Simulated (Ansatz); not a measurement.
Where the default PAW files enter, the runs use the earlier of Ansatz's two default sets.

Crystal: BN (P6_3mc, wurtzite, 4 atoms a cell, 6.0 Å³ an atom, -5 GPa at this level); planes in its conventional cell.

Calculation: r2SCAN (plane waves, PAW; Ansatz, a quantum-chemistry and plane-wave program).

The gap is the functional's own, uncorrected, and κ follows it; spin-orbit coupling is left out. Mid-gap values are interpolated between the computed energies.

```csv
plane,area of the cell (Å²),mid-gap κ (1/Å),largest κ in the gap (1/Å)
(100),10.8,0.44,0.44
(111),19.5,___,___
(110),18.7,___,___
```

**Question.** The slowest decay depends on the direction. Supply the withheld values.

**Answer.** 
- (111), mid-gap κ (1/Å): 0.41
- (111), largest κ in the gap (1/Å): 0.42
- (110), mid-gap κ (1/Å): 0.40
- (110), largest κ in the gap (1/Å): 0.40
